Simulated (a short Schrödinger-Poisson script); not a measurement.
Structure: gated Al0.33Ga0.67As/GaAs δ-doped gas in a quantum well, at 20 K.

| layer | material | thickness (nm) | Na (cm⁻³) |
|---|---|---|---|
| 1 | Al0.33Ga0.67As | 20 | - |
| 2 | Al0.33Ga0.67As | 3 | - |
| 3 | GaAs | 8 | - |
| 4 | Al0.33Ga0.67As | 4000 | 2e15 |

The device is made up for the run: typed textbook-type constants, with dimensions and the other settings drawn at random. Al0.33Ga0.67As: permittivity 11.96, conduction-band edge (eV) 0.261, gap (eV) 1.836, electron mass (mₑ) 0.0944, Nv at 300 K (cm⁻³) 9e18. GaAs: permittivity 12.9, conduction-band edge (eV) 0, gap (eV) 1.424, Nv at 300 K (cm⁻³) 9e18.

Channel valleys (confinement mass, in-plane density-of-states mass, number): Γ 0.067, 0.067, 1. At the gate the conduction-band edge of layer 1 lies 1.01 eV − eVg above the Fermi level of the channel; the field vanishes at the back. Sheet of ionised δ-doping: +2.2e12 e/cm² at 20 nm from the gate. The barrier under the gate holds no holes. Gaps are held at their typed values at every temperature. Mesh 0.08 nm at interfaces.

Solved with a short Schrödinger-Poisson script written for these runs: 1D Poisson equation in equilibrium, electrons quantum, Hartree (BenDaniel-Duke, 40 states a valley, the channel's in-plane mass for all, wave functions free to enter the barrier), parabolic valleys, classical holes, full ionisation, no traps, pinning or gate leakage.

**Question.** List the lowest subbands of each valley and their electrons at Vg = 0.5 V.

**Answer.** 
| valley | subband | energy from the Fermi level (meV) | electrons (cm⁻²) | share (%) |
|---|---|---|---|---|
| Γ | 0 | -25.0 | 7.01e11 | 100.0 |
| Γ | 1 | 93.1 | < 1e6 | 0.0 |
| Γ | 2 | 188.6 | < 1e6 | 0.0 |

All electrons: 7.01e11 cm⁻².
